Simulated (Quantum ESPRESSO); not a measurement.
Worked example: self-consistent single point of CaSe (Fm-3m, 2 atoms in the cell) in Quantum ESPRESSO.

Method of the run: PBE, SSSP 1.1.2 efficiency (PBE) pseudopotentials (plane waves; Quantum ESPRESSO).

```yaml
crystal:
  lattice:
    - [0.00000, 2.96000, 2.96000]
    - [2.96000, 0.00000, 2.96000]
    - [2.96000, 2.96000, 0.00000]
  atoms:
    - { symbol: Ca, position: [0.00000, 0.00000, 0.00000] }
    - { symbol: Se, position: [0.50000, 0.50000, 0.50000] }
```

Reference input (self-consistent single point, DFT, PBE, plane waves, SSSP 1.1.2 efficiency (PBE) pseudopotentials): ecutwfc = 40 Ry; ecutrho = 320 Ry; occupations = smearing; smearing = fd; degauss = 0.00147 Ry; potentials = {Ca: Ca_pbe_v1.uspp.F.UPF, Se: Se_pbe_v1.uspp.F.UPF}; K_POINTS = automatic 5 5 5 0 0 0; conv_thr = 1e-09 Ry. This run's input differs from it in these lines:

```diff
@@ -32,3 +32,3 @@
 K_POINTS {automatic}
-5 5 5  0 0 0
+8 8 8  0 0 0
```

The program printed (abridged):

```
     Self-consistent Calculation

     iteration #  1     ecut=    40.00 Ry     beta= 0.70

     Threshold (ethr) on eigenvalues was too large:
     Diagonalizing with lowered threshold

     total energy              =    -118.81332881 Ry
     estimated scf accuracy    <       0.04553558 Ry

     iteration #  2     ecut=    40.00 Ry     beta= 0.70

     total energy              =    -118.82318067 Ry
     estimated scf accuracy    <       0.00957716 Ry

     iteration #  3     ecut=    40.00 Ry     beta= 0.70

     total energy              =    -118.82552961 Ry
     estimated scf accuracy    <       0.00037220 Ry

   [... 3 blocks of this kind left out ...]

     iteration #  7     ecut=    40.00 Ry     beta= 0.70

     total energy              =    -118.82559090 Ry
     estimated scf accuracy    <          9.5E-09 Ry

     iteration #  8     ecut=    40.00 Ry     beta= 0.70
     End of self-consistent calculation

     the Fermi energy is     6.4518 ev

!    total energy              =    -118.82559090 Ry
     estimated scf accuracy    <          2.1E-11 Ry
     smearing contrib. (-TS)   =      -0.00000000 Ry
     internal energy E=F+TS    =    -118.82559090 Ry

     convergence has been achieved in   8 iterations

     Forces acting on atoms (cartesian axes, Ry/au):

     atom    1 type  1   force =     0.00000000    0.00000000    0.00000000
     atom    2 type  2   force =     0.00000000    0.00000000    0.00000000

     Total force =     0.000000     Total SCF correction =     0.000000

          total   stress  (Ry/bohr**3)                   (kbar)     P=        9.39
   0.00006382   0.00000000   0.00000000            9.39        0.00        0.00
   0.00000000   0.00006382   0.00000000            0.00        9.39        0.00
   0.00000000   0.00000000   0.00006382            0.00        0.00        9.39

   JOB DONE.
```

The run converged in 8 iterations. Against the reference run the free energy falls by 1.8 meV/atom, the pressure moves little (0.97 to 0.94 GPa) and the gap on the mesh goes from 2.150 to 2.033 eV.

The starting cell has typed, rounded lattice constants, without a prior relaxation at this level.
